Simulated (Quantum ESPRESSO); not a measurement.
A relaxation of the atoms of CdPt (P4mm, 2 atoms in the cell) with Quantum ESPRESSO.

Method of the run: LDA (PZ), GBRV 1.5 ultrasoft (LDA) pseudopotentials (plane waves; Quantum ESPRESSO).

This input was run:

```fortran
&control
 calculation = 'relax',
 prefix = 'CdPt',
 outdir = './work',
 pseudo_dir = './',
 forc_conv_thr = 1.9e-03,
/
&system
 ibrav = 0,
 nat = 2,
 ntyp = 2,
 ecutwfc = 40,
 ecutrho = 320,
 occupations = 'smearing',
 smearing = 'fd',
 degauss = 0.0073499,
/
&electrons
 conv_thr = 1.0d-10,
/
&ions
/
ATOMIC_SPECIES
Cd   112.4140  cd_lda_v1.uspp.F.UPF
Pt   195.0840  pt_lda_v1.4.uspp.F.UPF
CELL_PARAMETERS bohr
   5.6247773689     0.0000000000     0.0000000000
   0.0000000000     5.6247773689     0.0000000000
   0.0000000000     0.0000000000     7.2461775016
ATOMIC_POSITIONS angstrom
Cd    0.0000000000    0.0000000000    0.1499984404
Pt    1.4882520000    1.4882520000    1.9172560000
K_POINTS automatic
7 7 6  0 0 0
```

Output (repeated stretches shortened):

```
     Self-consistent Calculation

     iteration #  1     ecut=    40.00 Ry     beta= 0.70

     negative rho (up, down):  1.847E-01 0.000E+00

     total energy              =    -324.37560466 Ry
     estimated scf accuracy    <       1.85356494 Ry

     iteration #  2     ecut=    40.00 Ry     beta= 0.70

     negative rho (up, down):  1.921E-01 0.000E+00

     total energy              =    -324.87914436 Ry
     estimated scf accuracy    <       2.94402372 Ry

     iteration #  3     ecut=    40.00 Ry     beta= 0.70

     negative rho (up, down):  1.928E-01 0.000E+00

     total energy              =    -325.35635924 Ry
     estimated scf accuracy    <       0.03621532 Ry

   [... 7 blocks of this kind left out ...]

     iteration # 11     ecut=    40.00 Ry     beta= 0.70

     negative rho (up, down):  1.931E-01 0.000E+00

     total energy              =    -325.36411588 Ry
     estimated scf accuracy    <          1.5E-10 Ry

     iteration # 12     ecut=    40.00 Ry     beta= 0.70

     negative rho (up, down):  1.931E-01 0.000E+00
     End of self-consistent calculation

     the Fermi energy is    16.8070 ev

!    total energy              =    -325.36411588 Ry
     estimated scf accuracy    <          4.1E-12 Ry
     smearing contrib. (-TS)   =      -0.00117439 Ry
     internal energy E=F+TS    =    -325.36294149 Ry

     convergence has been achieved in  12 iterations

     negative rho (up, down):  1.931E-01 0.000E+00

     Forces acting on atoms (cartesian axes, Ry/au):

     atom    1 type  1   force =     0.00000000    0.00000000   -0.04013903
     atom    2 type  2   force =     0.00000000    0.00000000    0.04013903

     Total force =     0.056765     Total SCF correction =     0.000012

     BFGS Geometry Optimization
     Energy error            =      3.2E-03 Ry
     Gradient error          =      4.0E-02 Ry/Bohr

   [... lines left out ...]
     the Fermi energy is    16.7936 ev
!    total energy              =    -325.36975036 Ry
     Total force =     0.000002     Total SCF correction =     0.000005
     bfgs converged in   5 scf cycles and   4 bfgs steps
   [... lines left out ...]
     (criteria: energy <  1.0E-04 Ry, force <  1.9E-03 Ry/Bohr)

     End of BFGS Geometry Optimization

     Final energy             =    -325.3697503597 Ry

     File ./work/CdPt.bfgs deleted, as requested
Begin final coordinates

ATOMIC_POSITIONS (angstrom)
Cd               0.0000000000        0.0000000000        0.0750002487
Pt               1.4882520000        1.4882520000        1.9922541917
End final coordinates

   JOB DONE.
```

The run converged.  The full log also holds: “c_bands:  1 eigenvalues not converged”. The full log also holds: “SCF correction compared to forces is large: reduce conv_thr to get better values”.

Summary of the result:
- Free energy E − TS = -4426.8810 eV
- Fermi level (on the code's own zero) = 16.79 eV
- Relaxation steps = 4

The starting cell comes from a database of computed structures (which also holds hypothetical and non-ambient phases and stackings), without a prior relaxation at this level. Its lattice was rescaled by up to half a per cent. For this run, on top of that: one atom moved by 0.15 angstrom. Spin-orbit coupling is off. Spin polarisation is off. The relaxation keeps the symmetry of its start, so its end need not be a minimum.

Cost on one core of a shared machine: roughly 70 s.
